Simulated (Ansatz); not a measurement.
## The (0001) surface of hexagonal La2O3 in its 1x1 cell (cut with top plane O, bottom plane O), outermost plane spacing 0.66 Å in the ideal cut

Method: HSE06, at the PBE geometry (plane waves to 420 eV, PAW; Ansatz, an electronic-structure program).

Slab: 10 atoms, La4O6, 10.6 Å thick at the start; k 5x5x1, smearing 0.025 eV, dipole-corrected; single point; on the structure that PBE left under its start's symmetry; no spin, no spin-orbit, no U.

* **surface energy (mean of both faces)**: 0.74 J/m²
* **gap of the slab on its k-mesh**: 5.37 eV
* **highest filled level below the top vacuum level**: 6.49 eV
* **cost**: about 6 core-minutes (a rough figure)
